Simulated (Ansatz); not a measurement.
Results of r²SCAN in Ansatz (PAW) for C (model structure, Ibam, No. 72, 6 atoms in the cell).

Settings: plane-wave cutoff 560 eV, 14×14×14 k mesh, Fermi–Dirac smearing 0.01 eV, scalar-relativistic PAW data made under PBE.

Cell (relaxed with PBEsol):

Space group Ibam (No. 72); a = 2.646 Å, b = 5.522 Å, c = 4.645 Å, α = β = γ = 90.00°

```tsv
atom	site	symmetry	x	y	z
C	8j	..m	0.1771	0.1701	0.0000
C	4a	222	0.0000	0.0000	0.2500
```
(The calculation used a cell of 6 atoms; values per cell refer to that cell.)

Question: Estimate the band gap, smallest direct gap on the k points sampled and direct gap at Γ that the calculation returns.

Answer: 
- band gap = 3.06 eV
- smallest direct gap on the k points sampled = 3.07 eV
- direct gap at Γ = 6.02 eV

Note: the relaxation could raise the start's symmetry but not lower it, so the cell can be a saddle point; cell and atoms aren't relaxed at this level (largest force component 0.11 eV/Å, pressure 4.2 GPa).

Static lattice: no zero-point or thermal effects.

A model structure was made by putting elements into a prototype or built by hand; it is no filed structure, need not be a known phase, and can be a saddle point held by its symmetry.

Ansatz is an electronic-structure program.
